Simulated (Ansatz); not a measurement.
Consider C in the graphite type structure (space group P6_3/mmc, No. 194; a = 2.458 Å, c = 6.565 Å; layered, stacked along the Cartesian z axis).

The values are results of Ansatz (a program for electronic structure) PBEsol-D3(BJ), no SOC, earlier PAW set, not measurements.

Base values:

* **Pressure**: 0.0 GPa

Perturbation: an isotropic linear strain of +4.84 %, atoms relaxed at fixed cell.

Task: What happens to the pressure and energy relative to the base?

Result: The pressure (mean of the normal stresses, compression positive) goes from zero to -32.6 GPa; the energy grows by 149 meV/atom.

A case with no gap was solved on a k-mesh chosen for an insulator, which is coarse for it. Stability against distortions was not tested.
